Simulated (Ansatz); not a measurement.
Input and output of a relaxation of cell and atoms for Na3Cd (Fm-3m, 4 atoms in the cell) (Ansatz, a first-principles code).

Level of theory: LDA (PW92), PAW files made with PBE (plane waves; Ansatz).

```
CELL_PARAMETERS angstrom
      0.00000     3.87624     3.87624
      3.87624     0.00000     3.87624
      3.87624     3.87624     0.00000
ATOMIC_POSITIONS crystal
  Na 0.25000 0.25000 0.25000
  Na 0.75000 0.75000 0.75000
  Na 0.50000 0.50000 0.50000
  Cd 0.00000 0.00000 0.00000
```

Reference input (self-consistent single point, DFT, LDA (PW92), plane waves, PAW files made with PBE): basis.ecutwfc = 420 eV; kpoints.mp_grid.grid = 10 10 10; hamiltonian.xc = lda; hamiltonian.pseudopotentials = {kind: paw} (the program's default PAW files); scf.occupations.method = fermi_dirac; scf.occupations.width = 0.1 eV. This run's input differs from it in these lines:

```diff
@@ -19,2 +19,4 @@
   occupations: { method: fermi_dirac, width: 0.1 eV }
+relax:
+  cell: {}
 output:
```

Log, with long lists cut:

```
   [... SCF lines of the steps left out ...]
relax step   1: F+E_penalty+E_count = -12517.83405052 eV  Δ(F+E_penalty+E_count) = +0.000e0 eV  max|allowed force component| = 1.503e-17 eV/Å  Δτ_max = 0.0000 Å  P = -1.280 GPa  Ω = 116.483 Å³  (9 SCF iters, dr2 threshold 1.00e-7 eV, accepted)
relax step   2: F+E_penalty+E_count = -12517.86031586 eV  Δ(F+E_penalty+E_count) = -2.627e-2 eV  max|allowed force component| = 4.163e-17 eV/Å  Δτ_max = 0.0000 Å  P = -0.915 GPa  Ω = 112.683 Å³  energy of the carried Pulay correction = +9.621e-5 eV  [...]
   [... lines left out ...]
relax step   4: F+E_penalty+E_count = -12517.88217000 eV  Δ(F+E_penalty+E_count) = -8.080e-4 eV  max|allowed force component| = 4.626e-17 eV/Å  Δτ_max = 0.0000 Å  P = -0.023 GPa  Ω = 105.675 Å³  energy of the carried Pulay correction = +2.823e-4 eV  [...]
relax step   5: F+E_penalty+E_count = -12517.88188651 eV  Δ(F+E_penalty+E_count) = +2.835e-4 eV  max|allowed force component| = 6.014e-17 eV/Å  Δτ_max = 0.0000 Å  P = -0.024 GPa  Ω = 105.675 Å³  stress off target by 2.41e-2 GPa  SCF on the basis [...]
basis re-selected at this cell: Δ(F+E_penalty+E_count) = +2.835e-4 eV, ΔP = -0.001 GPa vs the last step
the relaxation is at rest under the 48 symmetry operations that the run kept from its start: a minimum is not shown …
Free energy (F): -12517.881887 eV
Internal energy: -12517.826923 eV  (E = F + TS)
E sigma→0 (E₀):  -12517.854405 eV
Entropy (-TS):   -0.054964 eV (-13.741 meV/atom)
Fermi energy:    4.949552 eV
--- Forces (eV/Å), atoms counted from 1 ---
  atom   1  Na    -0.00000000    -0.00000000    -0.00000000
   [... zero for the other atoms too ...]
   [... lines left out ...]
  cell:  # Å, volume = 105.6751 Å³
   [... lines left out ...]
    - [3.7524437222497036, -9.744899012912816e-34, 3.7524437222497036]
    - [3.7524437222497036, 3.7524437222497036, -8.534748155100114e-34]
  atoms:
    - { symbol: Na, position: [0.25, 0.25, 0.25] }
    - { symbol: Na, position: [0.7500000000000001, 0.7500000000000001, 0.7500000000000001] }
    - { symbol: Na, position: [0.5, 0.5, 0.5] }
    - { symbol: Cd, position: [-5.737771667357572e-34, 3.1422208804099367e-34, 3.2858430824793227e-34] }
```

The run converged. 

Summary of the result:
- Free energy E − TS (on the zero of these files) = -12517.8819 eV
- Fermi level (on the code's own zero) = 4.95 eV
- Pressure = -0.02 GPa
- Final cell = a = 5.307 Å, b = 5.307 Å, c = 5.307 Å, α = 60.00°, β = 60.00°, γ = 60.00°
- Final volume per atom = 26.42 Å³
- Relaxation steps = 5

The starting cell comes from a database of computed structures (which also holds hypothetical and non-ambient phases and stackings), without a prior relaxation at this level. The relaxation keeps the symmetry of its start, so its end need not be a minimum. Ansatz's pressure includes its estimate of the finite-basis (Pulay) stress.

Cost on one core of a shared machine: roughly 40 s.

Keys are those of Ansatz 0.2.
